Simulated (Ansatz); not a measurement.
Data:

```
CELL_PARAMETERS angstrom
      5.69731     0.00000     0.00000
      0.00000     5.69731     0.00000
      2.84866    -2.84866     5.81210
ATOMIC_POSITIONS crystal
  Cd 0.00000 0.00000 0.00000
  Cd 0.25000 0.25000 0.50000
  Ge 0.50000 0.50000 0.00000
  Ge 0.75000 0.75000 0.50000
  As 0.62500 0.39747 0.25000
  As 0.39747 0.12500 0.75000
  As 0.12500 0.85253 0.25000
  As 0.85253 0.62500 0.75000
```

No spin polarisation.

Computed with LDA, PAW, 420 eV (Ansatz, a program for electronic structure; without spin-orbit coupling). Γ-centred 8×8×8 mesh, Fermi–Dirac width 0.05 eV.

Estimate the space group.

I-42d (No. 122).

What is the computed pressure (mean of the normal stresses, compression positive)?

1.9 GPa.

A case with no gap was solved on a k-mesh chosen for an insulator, which is coarse for it. The cells carry an imposed strain or load. No phonon test of stability was made. The final runs are not spin-polarised. The cell was made from CdGeAs$_{2}$ in the chalcopyrite structure (space group I-42d, No. 122) by this change: biaxial strain −3.00 %, plane normal [001], relaxed out of plane.
